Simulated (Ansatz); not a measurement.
# SnTe: stress against strain

SnTe (rock salt, Fm-3m, 30.296 Å³/atom at rest) under an equal strain ε in the (111) plane with the normal axis free, as in a coherent film. LDA in Ansatz, a plane-wave DFT program (PAW, default set), 420 eV, 9×9×9 Γ-centred mesh, Fermi-Dirac smearing 0.05 eV; ions are relaxed within the symmetry of each cell. Stress is positive for a compressed cell.

Here s stands for strain and y for stress xx.

| strain (%) | stress xx (GPa) |
|---|---|
| -2.50 | ? |
| -1.25 | 0.92 |
| -0.83 | 0.61 |
| -0.42 | 0.31 |
| 0.00 | 0.00 |
| 0.42 | -0.30 |
| 0.83 | -0.60 |
| 1.25 | -0.89 |

Taking a straight line for y over the 7 complete rows: Means: s 0, y 0.007. About the means, the sum of products is -3.5230 and the sum of squares of s is 4.8556; the slope is their ratio. Least squares gives y = 0.007 - 0.7256·s. Residuals (row less fit): 0.006, 0.001, -0.002, -0.007, -0.002, -0.005, 0.010; standard error 0.007 (degrees of freedom: 5). The slope gives the biaxial elastic modulus of this plane = 73 ± 0.3 GPa.

### Question
What does the fit predict for y at s = -2.50, and how far is the calculated value from it?

### Answer
y = 0.007 - 0.7256 × (-2.50) = 1.821 GPa. The calculation gives 1.76 GPa, 0.061 GPa below the prediction (2.3 % of the range of y in the table). The row lies outside the fitted rows, so this is an extrapolation. From the scatter of the fitted rows alone, a prediction at this place has a standard error of 0.010 GPa, so the miss is 6.1 times that.

One order more doesn't follow all runs of the series either: the slope changes along it. This level leaves no gap over 0.05 eV at strain -2.50, -1.25, -0.83, 1.25, where the mesh may be coarse. SnTe stands in this structure, which distorts at low temperature. Rows are the converged runs of the series near zero and its far end; series whose fitted rows scatter by over a few per cent of the range, as at a crossing or softening among them, aren't shown in this form. Most that stay on the fit to the last digits aren't either.
